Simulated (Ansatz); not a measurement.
GaSb, response to strain

The parent structure is GaSb in the zinc blende structure (space group F-43m, No. 216; a = 6.132 Å). Axes: x, y, z lie along the cube axes.

Strains are applied to the cell and any free atomic positions relax; under biaxial strain the out-of-plane vector relaxes too.

The values are results of r2SCAN (Ansatz, a quantum-chemistry and plane-wave program), spin-orbit coupling left out, not measurements.

Notes on the quantities. in-plane stress: mean in-plane stress (compression positive).

```json
[
 {"change": "base", "band gap": "0.41 eV", "electron mass": "0.023 mₑ (at Γ)", "in-plane stress": "–"},
 {"change": "biaxial strain −2.50 %, plane normal [111], relaxed out of plane", "band gap": "0.53 eV", "electron mass": "–", "in-plane stress": "+3.5 GPa"},
 {"change": "biaxial strain −2.08 %, plane normal [111], relaxed out of plane", "band gap": "…", "electron mass": "…", "in-plane stress": "…"},
 {"change": "biaxial strain −1.67 %, plane normal [111], relaxed out of plane", "band gap": "0.52 eV", "electron mass": "0.032 mₑ (at Γ)", "in-plane stress": "+2.2 GPa"},
 {"change": "biaxial strain −1.25 %, plane normal [111], relaxed out of plane", "band gap": "0.50 eV", "electron mass": "0.030 mₑ (at Γ)", "in-plane stress": "+1.7 GPa"},
 {"change": "biaxial strain −0.83 %, plane normal [111], relaxed out of plane", "band gap": "0.47 eV", "electron mass": "0.028 mₑ (at Γ)", "in-plane stress": "+1.1 GPa"},
 {"change": "biaxial strain −0.42 %, plane normal [111], relaxed out of plane", "band gap": "0.44 eV", "electron mass": "0.026 mₑ (at Γ)", "in-plane stress": "+0.5 GPa"}
]
```

Fill in the withheld entries from the trend.


- biaxial strain −2.08 %, plane normal [111], relaxed out of plane, band gap: 0.54 eV
- biaxial strain −2.08 %, plane normal [111], relaxed out of plane, electron mass: 0.034 mₑ (at Γ)
- biaxial strain −2.08 %, plane normal [111], relaxed out of plane, in-plane stress: +2.8 GPa

Spin-orbit coupling, missing from the scalar runs, can matter with Sb. Effective masses come from finite differences of ±0.01 Å⁻¹. Stability against distortions was not tested.
